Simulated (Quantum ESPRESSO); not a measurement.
Parameter sweep on TaAs (I4_1md, 4 atoms in the cell)

```yaml
crystal:
  lattice:
    - [1.74058, -1.74058, 5.93190]
    - [1.74058, 1.74058, 5.93190]
    - [-1.74058, -1.74058, 5.93190]
  atoms:
    - { symbol: Ta, position: [0.50000, 0.99997, 0.49997] }
    - { symbol: Ta, position: [0.00000, 0.74997, 0.74997] }
    - { symbol: As, position: [0.50000, 0.58263, 0.08263] }
    - { symbol: As, position: [0.00000, 0.33263, 0.33263] }
```

Base run A: PBE, GBRV 1.5 ultrasoft (PBE) pseudopotentials (Quantum ESPRESSO), self-consistent single point.

Its settings: ecutwfc = 40 Ry; ecutrho = 320 Ry; occupations = smearing; smearing = methfessel-paxton; degauss = 0.0073499 Ry; potentials = {Ta: ta_pbe_v1.uspp.F.UPF, As: as_pbe_v1.uspp.F.UPF}; K_POINTS = automatic 9 9 9 0 0 0; conv_thr = 1e-09 Ry.

The starting cell comes from a database of computed structures (which also holds hypothetical and non-ambient phases and stackings), without a prior relaxation at this level. Its lattice was rescaled by a random factor within 2.5 % of one. Spin polarisation is off. In the base run, with a pressure of about -4 GPa the cell is away from its equilibrium volume at this level.

Runs:
- B: pseudopotentials: {Ta: ta_pbe_v1.uspp.F.UPF, As: as_pbe_v1.uspp.F.UPF} → {Ta: ta_lda_v1.uspp.F.UPF, As: as_lda_v1.uspp.F.UPF} [LDA (PZ)]
- C: pseudopotentials: {Ta: ta_pbe_v1.uspp.F.UPF, As: as_pbe_v1.uspp.F.UPF} → {Ta: ta_pbesol_v1.uspp.F.UPF, As: as_pbesol_v1.uspp.F.UPF} [PBEsol]
- D: input_dft: default → rpbe [RPBE]
- E: input_dft: default → revpbe [revPBE]
- F: input_dft: default → blyp [BLYP]
- G: input_dft: default → wc [Wu-Cohen GGA]
- H: input_dft: default → pw91 [PW91]
- I: input_dft: default → vdw-df2 [vdW-DF2]
- J: input_dft: default → vdw-df-cx [vdW-DF-cx]
- K: input_dft: default → rvv10 [rVV10]

```tsv
run	pressure (GPa)	largest force (eV/Å)
A	-3.84	0.005
B	-12.83	0.002
C	[?]	0.002
D	-1.27	0.005
E	[?]	0.005
F	3.90	0.002
G	-8.29	0.004
H	[?]	0.003
I	7.87	0.016
J	-8.26	0.006
K	-0.20	0.016
```

### Question
Some entries are withheld; supply them.

### Answer

- C, pressure (GPa): -9.44
- E, pressure (GPa): -1.99
- H, pressure (GPa): -3.64
